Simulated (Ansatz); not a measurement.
In a free linear chain of Os atoms, spin-degenerate bands cross the Fermi level 6 times between Γ and the zone edge.

Method: PBE (plane waves to 420 eV, PAW; Ansatz, a program for electronic structure). Mesh 1×1×68. Collinear spin, started with parallel moments, which vanish. Isolated but for its images some 11 Å away. A hypothetical model. Symmetry and one short period hold its shape; lower forms weren't sought. Pairing along the axis, which can open a gap, is among the distortions not tried. Values not marked SOC lack spin–orbit coupling.

What are the conductance and the two-terminal resistance of a perfect, endless piece?

Each crossing on the half of the zone with k > 0 has a partner at −k, so it gives one mode in each direction. Counting spin there are 12 modes, each carrying e²/h = 38.74 μS. G = 12 × 38.74 = 464.9 μS and R = 1/G = 2.15 kΩ, whatever the length. Scattering by phonons, roughness and contacts can only raise R.
